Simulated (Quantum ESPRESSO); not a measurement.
**A worked fit of the energy against the mesh, with one run withheld: Si (Fd-3m, 2 atoms in the cell)**

```
CELL_PARAMETERS angstrom
      0.00000     2.78418     2.78418
      2.78418     0.00000     2.78418
      2.78418     2.78418     0.00000
ATOMIC_POSITIONS crystal
  Si 0.25000 0.25000 0.25000
  Si 0.00000 0.00000 0.00000
```

Level of theory: PBE, PseudoDojo standard norm-conserving (PBE) pseudopotentials (plane waves; Quantum ESPRESSO).

Base settings: ecutwfc = 40 Ry; occupations = fixed; potentials = {Si: Si.upf}; K_POINTS = automatic 5 5 5 0 0 0; nbnd = 6; conv_thr = 1e-10 Ry; mixing_beta = 0.5.

The last step of the ladder, which sets the zero, is K_POINTS = automatic 25 25 25 0 0 0.

The starting cell comes from a database of computed structures (which also holds hypothetical and non-ambient phases and stackings), without a prior relaxation at this level. Its lattice was rescaled by a random factor within 2.5 % of one. In the cell shown, with a pressure of about -4 GPa the cell is away from its equilibrium volume at this level.

The meshes are centred on Γ.

In a gapped crystal the sum over the mesh converges exponentially with the size of the supercell that the mesh stands for: ln(ΔF) = a + b·N.

| K_POINTS | divisions along the first axis | F less the last step's (meV/atom) | ln of it |
|---|---|---|---|
| automatic 3 3 3 0 0 0 | 3 | 292.81 | 5.680 |
| automatic 4 4 4 0 0 0 | 4 | 89.17 | 4.491 |
| automatic 5 5 5 0 0 0 | 5 | 30.75 | 3.426 |
| automatic 6 6 6 0 0 0 | 6 | ? | ? |
| automatic 7 7 7 0 0 0 | 7 | 4.63 | 1.533 |

Task: Fit the line to the 4 rows given and predict the withheld one.

Result: Means: x̄ = 4.7500, ȳ = 3.7825. Σ(x − x̄)(y − ȳ) = -9.002 and Σ(x − x̄)² = 8.750, so b = -1.029 and a = ȳ − b·x̄ = 8.6702; each further division cuts the miss by a factor of 2.8. The largest residual of the fitted rows is 0.099. At x = 6 the line gives 2.496, that is 12.1 meV/atom. The run gave 11.56 meV/atom, a miss of 0.54 meV/atom (5 %). The table is a window of a longer ladder. The rows were chosen because the form fits them, the withheld one included, so this shows the method and is no test of the form.

Left out of this page: 8 runs of the series outside the window shown, repeating another row's setting, or not comparable.
